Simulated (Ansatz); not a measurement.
## TaAs: pressure series

Take TaAs (space group I4_1md, No. 109; a = 3.442 Å, c = 11.712 Å) as the base.

Cell and atoms are relaxed at each pressure.

Computed with r2SCAN, PAW, 500 eV (Ansatz, a quantum-chemistry and plane-wave program; no SOC).

Notes on the quantities. enthalpy: H = E + PV relative to the base's energy.

```csv
case,c/a ratio,shortest interatomic distance,enthalpy
base,3.403,2.609 Å,–
pressure 0.9 GPa,…,…,+0.10 eV/atom
pressure 2.1 GPa,3.396,2.600 Å,+0.23 eV/atom
pressure 4.5 GPa,3.390,2.589 Å,+0.48 eV/atom
pressure 9 GPa,3.377,2.571 Å,+0.95 eV/atom
pressure 15 GPa,3.361,2.550 Å,+1.57 eV/atom
pressure 22.5 GPa,3.342,2.526 Å,+2.31 eV/atom
```

Q: Some entries are withheld; estimate them.

A: 
- pressure 0.9 GPa, c/a ratio: 3.400
- pressure 0.9 GPa, shortest interatomic distance: 2.605 Å

Load acts through the strain it causes; cell and atoms are relaxed under it. Whether these cells are dynamically stable was not tested. No other phases were tried under pressure. All final runs are without spin polarisation.
